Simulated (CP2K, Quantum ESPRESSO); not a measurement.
Equation of state of rock-salt PbSe (space group 225): energy against volume (CP2K, PBE)

```
CELL_PARAMETERS angstrom
      4.25055     0.00000     0.00000
      2.12527     3.68108     0.00000
      2.12527     1.22703     3.47056
ATOMIC_POSITIONS crystal
  Pb 0.00000 0.00000 0.00000
  Se 0.50000 0.50000 0.50000
```

Method: CP2K with PBE, GPW, DZVP-MOLOPT-SR-GTH basis, GTH-PBE potentials (GTH_POTENTIALS). Settings: CUTOFF = 520 Ry; REL_CUTOFF = 60 Ry; SMEAR/METHOD = FERMI_DIRAC; ELECTRONIC_TEMPERATURE = 116.05 K; KPOINTS/SCHEME = MONKHORST-PACK 9 9 9; XC_FUNCTIONAL = PBE; Pb/BASIS_SET = DZVP-MOLOPT-SR-GTH-q4; Pb/POTENTIAL = GTH-PBE-q4; Se/BASIS_SET = DZVP-MOLOPT-SR-GTH-q6; Se/POTENTIAL = GTH-PBE-q6; METHOD = GPW; EPS_DEFAULT = 1e-11; NGRIDS = 4; SCF_GUESS = ATOMIC; EPS_SCF = 1e-07; MAX_SCF = 100. The cell above is the first row's. The rows scale it uniformly. In all rows fractional positions and the k mesh are held. E is the free energy at the stated smearing, counted from the lowest row.

```csv
V (Å^3/atom),E (meV/atom)
27.151,?
27.741,27.36
28.332,14.10
28.922,5.42
29.512,0.86
30.102,0.00
30.693,2.47
31.283,7.93
31.873,16.08
```

Question: Fit E against V with the third-order Birch-Murnaghan form, a cubic in V^(-2/3), and predict the withheld value at V = 27.151.

Answer: With u = V^(-2/3) - 0.1041, the rows have u = 0.0050236, 0.0035007, 0.0020324, 0.0006131, -0.0007597, -0.0020905, -0.0033772, -0.0046241. Least squares gives E = 0.048 + 763.5·u + 922338·u² + 1596117·u³. Residuals (row less fit): -0.003, 0.008, -0.003, -0.003, 0.000, 0.002, 0.002, -0.001; standard error 0.005 (degrees of freedom: 4). Its minimum lies at u = -0.0004143, so V0 = (0.1036857)^(-3/2) = 29.95. There d²E/du² = 1841000 and d³E/du³ = 9577000, so B0 = (4/9) × 29.95^(-7/3) × 1841000 × 0.160218 = 47.0 GPa (the last factor turns the table's units into GPa), and B0' = 4 + (2/3) × 0.1036857 × (9577000)/1841000 = 4.4. The program's pressures in the fitted runs (not shown) pass through zero at V = 29.95, 0.00 % from this V0. At the withheld row, u = 0.0065988, so E = 0.048 + 763.5 × 0.0065988 + 922338 × 0.0065988² + 1596117 × 0.0065988³ = 45.707 meV/atom. The calculation gives 45.73 meV/atom, 0.023 meV/atom above the prediction (0.1 % of the range of E in the table). The row lies outside the fitted rows, so this is an extrapolation. From the scatter of the fitted rows alone, a prediction at this place has a standard error of 0.014 meV/atom, so the miss is 1.6 times that.

Carrying the step between the two nearest rows on in a straight line would have given 40.60, off by 5.13; series whose last step already gives the withheld value aren't shown. The scan was laid around a cell of about the measured size, scaled by a guess for this functional. The runs keep the symmetry of the cell, so they don't test it for distortions. A plane-wave scan with the same functional (Quantum ESPRESSO, GBRV) gives V0 = 29.99 Å^3/atom and B0 = 46.6 GPa; a Birch-Murnaghan fit to all rows here lies -0.1 % from it in V0 and 1 % in B0; the two differ in basis, and may differ in potentials and mesh. Values carry the incompleteness of an atom-centred basis. Spin-orbit coupling is off. Cutoffs and mesh are single choices, not tested for convergence of this quantity. Series with a scatter that would blur these digits, or in which a gap closes, are not shown. Nor are scans whose minimum lies at an end fitted in this form.
